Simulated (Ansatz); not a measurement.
The starting structures come from a database of crystals and need not be the phases stable at ambient conditions.

By PBEsol, the system below comes out a metal.

A figure of merit of an interconnect metal is its ballistic conductance per area.

Given:

```yaml
crystal:
  lattice:
    - [3.23373, 0.00000, 0.00000]
    - [0.00000, 3.23373, 0.00000]
    - [1.61686, -1.61686, 1.58516]
  atoms:
    - { symbol: W, position: [0.00000, 0.00000, 0.00000] }
```

The cell is strained (lengths across the current scaled by 1.02, ions clamped); by PBEsol it stands under a pressure of -15.8 GPa.

The current flows along the normal of the first two printed cell vectors, the (001) (indices of the unstrained crystal) plane of the conventional cell. No spin-orbit coupling; the value is a mean over 0.1 eV about the Fermi level.

Compute, with Ansatz (a first-principles code) with PBEsol, the ballistic conductance per area.

0.92 × 10¹⁵ S/m² for both spins.
